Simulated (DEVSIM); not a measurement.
Device: abrupt Si n-p junction, at 300 K.

Layer 1 from the left is Si, thickness (μm) 14.0, Nd (cm⁻³) 2.3e16, τn (s) 9.4e-7, τp (s) 9.4e-7. Layer 2 from the left is Si, thickness (μm) 82.0, Na (cm⁻³) 4.3e16, τn (s) 9.4e-7, τp (s) 9.4e-7.

Left contact: ohmic. Right contact: ohmic. Voltage is applied to the left contact. Recombination: SRH at mid-gap, radiative. Mobility is μmin + (μ − μmin)/(1 + (N/Nref)^α).

This is a model device: material constants are rounded textbook-type values typed into the input, and sizes, dopings and lifetimes were drawn at random. Values at 300 K.

Si: gap (eV) 1.124, affinity (eV) 4.05, permittivity 11.7, Nc (cm⁻³) 2.86e19, Nv (cm⁻³) 3.1e19, μn (cm²/Vs) 1417, μp (cm²/Vs) 470, μn,min 52, μp,min 45, Nref,n 9.7e16, Nref,p 2.2e17, αn 0.68, αp 0.72, B (cm³/s) 4.7e-15.

Simulated with DEVSIM: 1D drift-diffusion, Boltzmann statistics, complete ionisation; no tunnelling, impact ionisation, image-force lowering or self-heating.

**Question.** What does the simulation give for the dark forward voltage at 1 A/cm², the potential step across the device at zero bias?

**Answer.** dark forward voltage at 1 A/cm² 0.662 V; potential step across the device at zero bias 0.770 V.
